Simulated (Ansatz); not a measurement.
Base system: Al in the fcc (Cu type) structure (space group Fm-3m, No. 225; relaxed with 0.1 eV smearing).

```
Al
1.0
    0.00000     2.00773     2.00773
    2.00773     0.00000     2.00773
    2.00773     2.00773     0.00000
Al
1
Direct
  0.00000   0.00000   0.00000
```

Cartesian axes are those of the cell as printed.

The values are results of PBEsol, PAW, 420 eV (Ansatz, a program for electronic structure; spin-orbit coupling left out), not measurements.

One thing is altered: the cell is scaled by 0.9900 in all directions; the atoms relax in the strained cell.

### Question
Predict the stress tensor and what it implies for the stiffness.

### Answer
Stress of the strained cell less that of the base (GPa, compression positive):
```
    2.6     0.0     0.0
    0.0     2.6     0.0
    0.0     0.0     2.6
```

Then B = −ΔP/(ΔV/V₀) with ΔV/V₀ = -0.0297 gives secant stiffness values (nonlinear terms included at this strain): B ≈ 89 GPa.

Whether these cells are dynamically stable was not tested.
